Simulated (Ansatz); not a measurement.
A set of related cells and their band gap.

Cell A: CdS (wurtzite, P6₃mc), 4 atoms in the cell, k-point mesh 12×12×6 on the run's own vectors.
Space group P6₃mc (No. 186); a = b = 4.1966 Å, c = 6.8288 Å, α = β = 90.00°, γ = 120.00°

| atom | site | symmetry | x | y | z |
|---|---|---|---|---|---|
| Cd | 2b | 3m. | 0.3333 | 0.6667 | 0.4992 |
| S | 2b | 3m. | 0.6667 | 0.3333 | 0.3758 |

Cell B: CdSe (wurtzite, P6₃mc), 4 atoms in the cell, k-point mesh 12×12×6 on the run's own vectors.
```cif
data_Cd2Se2
_chemical_formula_sum 'Cd2 Se2'
_space_group_name_H-M_alt 'P 1'
_space_group_IT_number 1
_cell_length_a 4.38297
_cell_length_b 4.38297
_cell_length_c 7.15529
_cell_angle_alpha 90.000
_cell_angle_beta 90.000
_cell_angle_gamma 120.000
loop_
_space_group_symop_operation_xyz
  'x, y, z'
loop_
_atom_site_label
_atom_site_type_symbol
_atom_site_fract_x
_atom_site_fract_y
_atom_site_fract_z
_atom_site_occupancy
Cd1 Cd 0.66667 0.33333 0.99965 1
Cd2 Cd 0.33333 0.66667 0.49965 1
Se1 Se 0.66667 0.33333 0.37535 1
Se2 Se 0.33333 0.66667 0.87535 1
```

All numbers come from Ansatz (an electronic-structure program), plane waves with PAW, its default PAW set, cutoff 420 eV, 500 eV for r2SCAN. The structures are at rest with PBE; other levels are single points on them. HSE06 runs on coarser k-point meshes, which give the PBE gaps of the finer ones within 0.03 eV. Neutral cells; Fermi-Dirac smearing of at most 0.05 eV in the solids, energies taken to zero width. The lattices are those relaxed with PBE, so at other levels the solids can be strained, which adds to the spread. The runs are scalar-relativistic, without spin-orbit coupling. A dispersion term ran beside these levels; it doesn't touch the electrons. Gaps are highest filled to lowest empty Kohn-Sham level on the run's k-point mesh, states of defects and surfaces included; edges off the mesh make the true gap smaller, and under 0.08 eV counts as none.

Q: What does PBE give for the band gap of each cell (eV)?

A: 
| system | PBE |
|---|---|
| A | 1.11 (direct) |
| B | 0.54 (direct) |

With PBE the value of A exceeds that of B by 0.57 eV.

Q: How do the other levels compare?

A: 
| cell | r2SCAN | HSE06 |
|---|---|---|
| A | 1.57 (direct) | 2.12 |
| B | 1.03 (direct) | 1.46 |

With r2SCAN the value of A exceeds that of B by 0.54 eV. With HSE06 the value of A exceeds that of B by 0.66 eV.
